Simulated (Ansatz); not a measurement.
## HfSi (model structure, started from the CsCl type, Pm-3m, No. 221, 2 atoms in the cell)

These are PBEsol (Ansatz, an electronic-structure program, PAW) values and carry that method's errors.

Settings: plane-wave cutoff 520 eV, 18×18×18 k mesh, Fermi–Dirac smearing 0.05 eV, scalar-relativistic PAW data made under PBE.

Cell (relaxed at this level):

```
CELL_PARAMETERS angstrom
      3.24983     0.00000     0.00000
      0.00000     3.24983     0.00000
      0.00000     0.00000     3.24983
ATOMIC_POSITIONS crystal
  Hf 0.00000 0.00000 0.00000
  Si 0.50000 0.50000 0.50000
```

| Property | Value |
|---|---|
| band gap | zero (no gap) |
| bulk modulus B0 | 135 GPa |

Note: the bulk modulus is −V dP/dV from two relaxed cells at ±2 % in volume; the relaxation could raise the start's symmetry but not lower it, so the cell can be a saddle point.

Spin–orbit coupling is not included; it can open a gap where bands touch, and shift volumes and moduli.

Computed values are for the static lattice.

A model structure was made by putting elements into a prototype or built by hand; it is no filed structure, need not be a known phase, and can be a saddle point held by its symmetry.
